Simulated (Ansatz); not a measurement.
## Pressure series in CdTe

Consider CdTe in the zinc blende structure (space group F-43m, No. 216; a = 6.6186 Å).

Cell and atoms are relaxed at each pressure.

Calculations: Ansatz (a first-principles code) PBE, scalar-relativistic without spin-orbit coupling, earlier PAW set.

```
pressure (GPa)  volume per atom (Å³/atom)
--------------  -------------------------
-2                                 38.758
-1                                 37.388
0                                  36.242
0.9                                35.392
2.1                                34.384
4.5                                     ?
9                                  30.559
15                                 28.493
22.5                               26.646
```

Question: Fit the third-order Birch–Murnaghan form P(V) = (3B₀/2)[(V₀/V)^(7/3) − (V₀/V)^(5/3)]·[1 + (3/4)(B₀′ − 4)((V₀/V)^(2/3) − 1)] (squares taken in P) to the rows shown and predict the withheld row.

Answer: Least squares on the printed values gives V₀ = 36.254 Å³/atom, B₀ = 35.1 GPa, B₀′ = 4.7; this predicts 32.774 Å³/atom, and the run gives 32.777 Å³/atom, 0.003 higher.

Measured bulk modulus of CdTe: 43.7 GPa (room temperature; as listed in Elmahjoubi et al., arXiv (2023)); the computed value is for a static lattice, so the two differ by thermal effects too.

Load acts through the strain it causes; cell and atoms are relaxed under it. Stability against distortions was not tested. Measured, CdTe leaves this structure (for cinnabar) near 3.53 GPa (temperature not stated; as listed in Datta, Sujoy, Jana, Debnarayan, arXiv (2020)), on rising pressure, with hysteresis.
